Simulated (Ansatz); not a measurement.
# Short convergence ladders for a (111) slab of CoSi2 (cut from a parent of space group no. 225; 9 atoms in the cell)

```
CELL_PARAMETERS angstrom
      3.77872     0.00000     0.00000
      1.88936     3.27247     0.00000
      0.00000     0.00000    21.71330
ATOMIC_POSITIONS crystal
  Co 0.00000 0.00000 0.35790
  Co 0.33333 0.33333 0.50000
  Co 0.66667 0.66667 0.64209
  Si 0.66667 0.66667 0.32238
  Si 0.33333 0.33333 0.39343
  Si 0.00000 0.00000 0.46448
  Si 0.66667 0.66667 0.53552
  Si 0.33333 0.33333 0.60657
  Si 0.00000 0.00000 0.67762
```

Base method: PBEsol, default PAW files made with PBE (plane waves; Ansatz, an electronic-structure program).

Base settings: basis.ecutwfc = 420 eV; kpoints.mp_grid.grid = 9 9 1; hamiltonian.xc = pbesol; hamiltonian.pseudopotentials = {kind: paw} (the program's default PAW files); scf.occupations.method = fermi_dirac; scf.occupations.width = 0.1 eV.

The count of work is k-points × plane waves × bands × iterations; it is no time. 

**The vacuum**

The mesh stays at the base's, so the ladder's end is converged at best in this setting alone.

Only quantities that move along the ladder and can be compared are tabulated.

```tsv
vacuum between outermost atoms (Å)	free energy less the last step's (meV/atom)	largest difference of a force vector from the last step's (eV/Å)	count of work / last
3.0	-49.58	0.351	0.28
4.0	-6.08	0.109	0.31
5.0	0.41	0.033	0.33
6.0	0.51	0.015	0.36
7.0	0.22	0.005	0.39
8.0	0.08	0.002	0.41
10.0	0.01	0.000	0.47
12.0	0.00	0.000	0.52
14.0	0.00	0.000	0.58
17.0	0.00	0.000	0.66
20.0	0.00	0.000	0.73
25.0	0.00	0.000	0.87
30.0	0.00	0.000	1.0
```

Smallest vacuum between outermost atoms (Å) that holds the free energy within 1 meV/atom of the last step, with all finer ones: 5.0, at 0.33 of the last step's count of work; the step before is off by 6.1 meV/atom.

Smallest vacuum between outermost atoms (Å) that holds the forces within 0.005 eV/Å of the last step, with all finer ones: 8.0, at 0.41 of the last step's count of work; the step before is off by 0.005 eV/Å.

**The plane-wave cutoff**

The mesh stays at the base's, so the ladder's end is converged at best in this setting alone.

Only quantities that move along the ladder and can be compared are tabulated.

| basis.ecutwfc | free energy less the last step's (meV/atom) | largest difference of a force vector from the last step's (eV/Å) | count of work / last |
|---|---|---|---|
| 210 eV | 5287.99 | 0.367 | 0.17 |
| 250 eV | 1419.73 | 0.095 | 0.20 |
| 295 eV | 274.02 | 0.079 | 0.27 |
| 355 eV | 18.11 | 0.012 | 0.27 |
| 420 eV | 1.27 | 0.000 | 0.35 |
| 505 eV | 0.59 | 0.000 | 0.46 |
| 630 eV | 0.22 | 0.000 | 0.65 |
| 840 eV | 0.00 | 0.000 | 1.0 |

Coarsest basis.ecutwfc that holds the free energy within 0.5 meV/atom of the last step, with all finer ones: 630 eV; the step before is off by 0.59 meV/atom.

Coarsest basis.ecutwfc that holds the forces within 0.02 eV/Å of the last step, with all finer ones: 355 eV, at 0.27 of the last step's count of work; the step before is off by 0.079 eV/Å.

On the base run: the starting cell has typed, rounded lattice constants, without a prior relaxation at this level. The slab is cut from that crystal, and its faces are unrelaxed. Its lattice was rescaled by up to half a per cent. Spin polarisation is off.

Keys are those of Ansatz 0.2.
